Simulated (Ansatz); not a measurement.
System: LaTiO2N (P1, No. 1, 20 atoms in the cell; start mp-754453). Method: PBEsol (Ansatz, an electronic-structure program, PAW).

Numerical settings: plane-wave cutoff 520 eV, 6×6×4 k mesh (along the axes of the cell as run), Fermi–Dirac smearing 0.01 eV, no spin polarisation, scalar-relativistic PAW data made under PBE.

Cell (relaxed at this level):

```cif
data_La4N4O8Ti4
_chemical_formula_sum 'La4 Ti4 N4 O8'
_space_group_name_H-M_alt 'P 1'
_space_group_IT_number 1
_cell_length_a 5.56636
_cell_length_b 5.55600
_cell_length_c 7.79890
_cell_angle_alpha 90.064
_cell_angle_beta 89.879
_cell_angle_gamma 91.235
loop_
_space_group_symop_operation_xyz
  'x, y, z'
loop_
_atom_site_label
_atom_site_type_symbol
_atom_site_fract_x
_atom_site_fract_y
_atom_site_fract_z
_atom_site_occupancy
La1 La 0.50030 0.00481 0.77136 1
La2 La 0.50223 0.00698 0.24063 1
La3 La 0.00400 0.50105 0.24235 1
La4 La 0.00568 0.50277 0.76887 1
Ti1 Ti 0.51007 0.51026 0.00351 1
Ti2 Ti 0.50591 0.50471 0.51306 1
Ti3 Ti 0.99415 0.99414 0.00699 1
Ti4 Ti 0.00248 0.00142 0.50191 1
N1 N 0.25176 0.75504 0.99215 1
N2 N 0.55042 0.54138 0.74226 1
N3 N 0.74458 0.24243 0.00210 1
N4 N 0.75475 0.74674 0.05085 1
O1 O 0.23489 0.73977 0.49715 1
O2 O 0.24141 0.25153 0.94776 1
O3 O 0.25521 0.23583 0.54887 1
O4 O 0.43598 0.44411 0.25029 1
O5 O 0.74305 0.75893 0.44126 1
O6 O 0.76149 0.25603 0.48509 1
O7 O 0.94311 0.95325 0.73997 1
O8 O 0.05866 0.04879 0.25359 1
```

Q: What does this level give for the band gap and Γ–Γ gap?

A: 
* **band gap**: 0.43 eV
* **Γ–Γ gap**: 0.47 eV

Spin–orbit coupling is not included.

Computed values are for the static lattice.

Cost on a shared machine: roughly 8 core-minutes.

A start named mp-… is a Materials Project structure, which need not be a measured phase.
